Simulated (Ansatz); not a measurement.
**CsCl-type AuZn (cubic form, which distorts at low temperature)**

Level of theory: PBEsol (Ansatz, a program for electronic structure, plane waves, PAW).

Numerical settings: plane-wave cutoff 520 eV, 18×18×18 k mesh, Fermi–Dirac smearing 0.05 eV, scalar-relativistic PAW data made under PBE.

Cell: relaxed at this level.

| Property | Result |
|---|---|
| volume per atom | 15.31 Å³/atom |
| bulk modulus | 143 GPa |
| equilibrium lattice constant a | 3.129 Å |
| band gap | zero (no gap) |
| pressure derivative B′ of the bulk modulus | 5.4 |

Measured, for comparison: bulk modulus 131 GPa (temperature not stated, not corrected to a static lattice; as tabulated in Nepal et al. (2020), arXiv:2007.11150). Computed (rounded) less measured: bulk modulus +9 %. A static lattice is as a rule a little smaller and stiffer than an uncorrected measurement, which narrows the difference in the bulk modulus and would widen misses of the other sign.

Note: symmetry holds this phase in the static calculation, where it need not be a minimum.

Spin–orbit coupling is not included; it can shift volumes and moduli of such heavy elements.

The computed numbers hold no vibrational or temperature effects.

Cost on a shared machine: around 70 core-seconds (rough).
